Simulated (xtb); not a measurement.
xtb 6.7.1, GFN2-xTB: Fe(SH)2(tmeda) (C[N]1(C)CC[N](C)(C)->[Fe]<-1([SH])[SH]), charge 0, multiplicity 5, 29 atoms. The geometry is a generated start, not checked to be a minimum at this level.

| Item | Result |
|---|---|
| run flags | --grad |
| method | GFN2-xTB |
| --acc | 1 (default) |
| --etemp (K) | 300 (default) |
| basis functions | 80 |
| valence electrons | 72 |

```xyz
29

Fe     0.6459     1.0620     1.1216
S      2.2790     2.4121     0.2848
H      2.6465     2.7887     1.5083
S     -0.1553     0.8417     3.2158
H     -1.0576    -0.1304     3.1349
C      2.4204    -1.2841     0.0011
N      0.9859    -1.0990     0.2242
C      0.4928    -2.1938     1.0553
C      0.2809    -1.0508    -1.0635
C     -1.1254    -0.4539    -0.9518
N     -1.1179     0.9321    -0.4667
C     -0.7659     1.8585    -1.5418
C     -2.4341     1.2906     0.0571
H      2.6280    -2.2215    -0.5323
H      2.9299    -1.3059     0.9627
H      2.8134    -0.4471    -0.5741
H      0.6649    -3.1687     0.5781
H      1.0083    -2.1730     2.0137
H     -0.5719    -2.0772     1.2430
H      0.8753    -0.4343    -1.7402
H      0.2014    -2.0592    -1.4997
H     -1.7146    -1.0513    -0.2531
H     -1.6105    -0.5166    -1.9390
H      0.2284     1.6352    -1.9218
H     -0.7491     2.8730    -1.1475
H     -1.4887     1.8072    -2.3688
H     -2.4050     2.3155     0.4221
H     -2.6912     0.6394     0.8914
H     -3.2136     1.2108    -0.7137
```

Charge 0 and multiplicity 5 are set for this test and not shown to be the ground state. GFN-xTB has no spin term: --uhf 4 sets the occupations alone.

One run each on 1 thread. Values of broydamp tried: 0.02, 0.05, 0.1, 0.2, 0.4 (default), 0.6, 0.8, 1.

Task: How does the count of SCC iterations change with broydamp, and where is it least?

Result: Fewest SCC iterations, within one of each other: 0.4 (default) with 15, 0.6 with 16. The count rises to 33 at 0.02. All converge to one solution.

```csv
broydamp,SCC iterations,end
0.02,33,same solution
0.05,24,same solution
0.1,20,same solution
0.2,17,same solution
0.4 (default),15,same solution
0.6,16,same solution
0.8,17,same solution
1,19,same solution
```
